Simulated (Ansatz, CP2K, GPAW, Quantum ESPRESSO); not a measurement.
## Code comparison for LaBi3 (Pm-3m, 4 atoms in the cell)

Self-consistent single point.

```
CELL_PARAMETERS angstrom
      4.98620     0.00000     0.00000
      0.00000     4.98620     0.00000
      0.00000     0.00000     4.98620
ATOMIC_POSITIONS crystal
  La 0.00000 0.00000 0.00000
  Bi 0.50000 0.00000 0.50000
  Bi 0.00000 0.50000 0.50000
  Bi 0.50000 0.50000 0.00000
```

All programs got the same cell, k-point mesh and kind of occupations (in Ansatz's words: kpoints.mp_grid.grid = 5 5 5; scf.occupations.method = fermi_dirac; scf.occupations.width = 0.05 eV); potentials, basis and cutoffs are each program's usual ones.

```tsv
code	model	pressure (GPa)	k-points	cutoff
Quantum ESPRESSO	LDA (PZ), SSSP 1.1.2 efficiency (PBE) pseudopotentials	-3.00	10	50 Ry
Ansatz	LDA (PW92), PAW files made with PBE	-3.08	10	420 eV
GPAW	LDA (Perdew-Wang 92), GPAW PAW datasets LDA (gpaw-data 1.0.1)	-3.14	10	800 eV
CP2K	LDA (Pade form), GPW, DZVP-MOLOPT-SR-GTH basis, GTH-PADE potentials (GTH_POTENTIALS)	-2.10	63	grid 500 Ry
```

The spread over the programs that give each value: pressure within 1.04 GPa.

The starting cell comes from a database of computed structures (which also holds hypothetical and non-ambient phases and stackings), without a prior relaxation at this level. Its lattice was rescaled by a random factor within 2.5 % of one. On Ansatz's run: Spin-orbit coupling is off. In the base run, with a pressure of about -3 GPa the cell is away from its equilibrium volume at this level.

Problem. Why do the programs differ, and what cannot be compared?

Solution. Differences of this kind can come from the potentials, where these differ, and from what each basis and cutoff leave unconverged. The valence holds different numbers of electrons (Quantum ESPRESSO 56, Ansatz (a first-principles code) 56, GPAW 56, CP2K 26). The zero of total energies and Fermi levels follows the potentials and each program's conventions, so they are not compared here. CP2K uses small atom-centred bases, whose incompleteness enters pressures, forces and empty levels differently from a plane-wave cutoff. Ansatz's pressure is given at a fixed set of plane waves, as the other plane-wave codes print theirs. The same LDA comes in different parametrisations, which differ slightly. The programs reduce the same mesh by symmetry to different extents, which changes the work and not the result.

Left out of this page: ABINIT (with a known weakness of the program); Elk and FLEUR (not drawn, or without a comparable value).

Keys are those of Ansatz 0.2.
